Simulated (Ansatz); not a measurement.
**(Au,Pd): Au3Pd**

A 16-atom cell of (Au,Pd) started in the face-centred cubic structure, site fractions Au 0.750, Pd 0.250, short-range order -0.06 among the nearest mixed sites of the first mixed sublattice (0 is random, a negative value favours unlike neighbours), space group Fmm2 at the end, an ordered arrangement that its symmetry holds.

All values below come from r2SCAN (plane waves to 500 eV, PAW; Ansatz, a program for electronic structure). No spin–orbit coupling. Its k-point mesh 6×6×6, Fermi–Dirac width 0.05 eV.

| Property | Value |
|---|---|
| volume per atom | 16.82 Å³ |
| Au–Au bonds (within 1.22 times the sum of covalent radii) | 2.889 Å on average, from 2.837 to 2.954 (53) |
| Au–Pd bonds (within 1.22 times the sum of covalent radii) | 2.858 Å on average, from 2.838 to 2.893 (38) |
| Pd–Pd bonds (within 1.22 times the sum of covalent radii) | 2.881 Å on average, from 2.879 to 2.881 (5) |

```yaml
crystal:
  lattice:
    - [4.06982, 4.06962, 4.06982]
    - [4.06982, -4.06962, 4.06982]
    - [4.06136, -4.06962, -4.06136]
  atoms:
    - { symbol: Au, position: [0.00140, 0.75520, 0.74620] }
    - { symbol: Pd, position: [0.25036, 0.99958, 0.75078] }
    - { symbol: Au, position: [0.00547, 0.49453, 0.50397] }
    - { symbol: Pd, position: [0.50042, 0.24964, 0.75078] }
    - { symbol: Pd, position: [0.24950, 0.75050, 0.49900] }
    - { symbol: Au, position: [0.74480, 0.49860, 0.74620] }
    - { symbol: Au, position: [0.00190, 0.24526, 0.25663] }
    - { symbol: Au, position: [0.49850, 0.00150, 0.50397] }
    - { symbol: Au, position: [0.25474, 0.49810, 0.25663] }
    - { symbol: Pd, position: [0.74950, 0.25050, 0.49900] }
    - { symbol: Au, position: [0.49894, 0.74871, 0.25023] }
    - { symbol: Au, position: [0.99762, 0.00238, 0.99523] }
    - { symbol: Au, position: [0.25123, 0.24877, 0.99796] }
    - { symbol: Au, position: [0.75129, 0.00106, 0.25023] }
    - { symbol: Au, position: [0.49762, 0.50238, 0.99523] }
    - { symbol: Au, position: [0.74673, 0.75327, 0.99796] }
```
